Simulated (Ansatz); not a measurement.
Consider MgTe in the zinc blende structure (space group F-43m, No. 216; a = 6.509 Å).

Calculations: plane-wave PAW DFT at the PBE level (Ansatz, a program for electronic structure, 420 eV), no SOC.

Before the change:

| Item | Result |
|---|---|
| Hole mass | 0.20, 0.92, 0.92 mₑ (at Γ) |

The change: the cell is scaled by 1.0050 in all directions; the atoms relax in the strained cell.

Predict the new energy relative to the base and hole mass.

The energy increases by 0.8 meV/atom; the hole mass (degenerate bands, along [100]) becomes 0.20, 0.93, 0.93 mₑ (at Γ) (base: 0.20, 0.92, 0.92 mₑ (at Γ)).

Spin-orbit coupling, missing from the scalar runs, can matter with Te. The levels and masses belong to the bands next to the band gap. Effective masses come from finite differences of ±0.01 Å⁻¹. No phonon test of stability was made.
